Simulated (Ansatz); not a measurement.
Base system: Pd in the fcc (Cu type) structure (space group Fm-3m, No. 225; a = 3.840 Å).

The values are results of LDA (Ansatz, a program for electronic structure), no SOC, not measurements.

One change was made to it. Results:

```
quantity                   base       after
-------------------  ----------  ----------
band gap                   zero        zero
lattice parameter a  7.256 bohr  7.234 bohr
```

**Question.** What was done to the base?
A. pressure −2 GPa
B. pressure 2.1 GPa
C. pressure 30 GPa
D. pressure 22.5 GPa

**Answer.** B, pressure 2.1 GPa. For comparison, the lattice parameter a in the other runs: pressure 22.5 GPa gives 7.065 bohr; pressure −2 GPa gives 7.278 bohr; pressure 30 GPa gives 7.016 bohr.

Load acts through the strain it causes; cell and atoms are relaxed under it. Stability against distortions was not tested. No other phases were tried under pressure. All final runs are without spin polarisation.
